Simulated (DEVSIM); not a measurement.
System: illuminated Si n-on-p cell, one wavelength, at 300 K.

Layer 1 from the left is Si, thickness (μm) 0.350, Nd (cm⁻³) 1e18, τn (s) 0.00011, τp (s) 7.5e-6, absorption coefficient (cm⁻¹) 4500. Layer 2 from the left is Si, thickness (μm) 83.0, Na (cm⁻³) 6.3e15, τn (s) 0.00075, τp (s) 0.00075, absorption coefficient (cm⁻¹) 4500.

Left contact: ohmic, minority hole recombination velocity 300 cm/s. Right contact: ohmic, minority electron recombination velocity 50000 cm/s. Voltage is applied to the left contact. Recombination: SRH at mid-gap, radiative, Auger. Light enters at the left, 5.9e17 photons cm⁻² s⁻¹, one pass, no reflection. Mobility is constant in doping.

This is a model device: material constants are rounded textbook-type values typed into the input, and sizes, dopings and lifetimes were drawn at random. Values at 300 K.

Si: gap (eV) 1.124, affinity (eV) 4.05, permittivity 11.7, Nc (cm⁻³) 2.86e19, Nv (cm⁻³) 3.1e19, μn (cm²/Vs) 1417, μp (cm²/Vs) 470, B (cm³/s) 4.7e-15, Cn (cm⁶/s) 2.8e-31, Cp (cm⁶/s) 9.9e-32.

DEVSIM, 1D drift-diffusion, Boltzmann statistics, complete ionisation; no tunnelling, impact ionisation, image-force lowering or self-heating.

Dark forward current:

```
|V| (V)  |J| (A/cm²)
-------  -----------
0.05       7.858e-11
0.10       5.906e-10
0.15        4.055e-9
0.20        2.780e-8
0.25        1.915e-7
0.30        1.322e-6
0.35        9.136e-6
0.40        6.317e-5
0.45       0.0004368
0.50        0.003020
0.55         0.02084
0.60          0.1420
0.65          0.9050
0.70           4.703
0.75           18.70
0.80           61.24
0.85           177.5
0.90           457.5
0.95           984.7
1.00            1744
1.05            2685
```

Problem. Work out the local ideality factor n = ΔV / (kT/q · ln(J2/J1)) between the rows 0.15 and 0.20 V, 0.40 and 0.45 V, 1.00 and 1.05 V.

Solution. kT/q = 25.85 mV. From 0.15 to 0.20 V: ln(2.780e-8/4.055e-9) = 1.925, n = 1.00, near the 1 of diffusion or emission over a barrier. From 0.40 to 0.45 V: ln(0.0004368/6.317e-5) = 1.934, n = 1.00, near the 1 of diffusion or emission over a barrier. From 1.00 to 1.05 V: ln(2685/1744) = 0.431, n = 4.48.

Problem. What current could the absorbed light give at most, and what share is collected?

Solution. Σ αd = 37.5, so qΦ(1 − exp(−Σ αd)) = 94.5 mA/cm². The simulated short-circuit current is 92.90 mA/cm², a share of 0.98.

Problem. Estimate the open-circuit voltage by superposition: the voltage at which the dark current equals that short-circuit current.

Solution. Interpolating ln J in the table gives 0.589 V. The simulation gives 0.588 V, the same within the digits that matter. Superposition holds where collection doesn't change with voltage.

Problem. Estimate the fill factor from FF0 = (v − ln(v + 0.72))/(v + 1), v = qVoc/(nkT), with n from the dark curve.

Solution. The rows about Voc, 0.55 and 0.60 V, give n = 1.01, so v = 22.6 and FF0 = 0.824. The simulation gives 0.822, the same within the digits that matter.
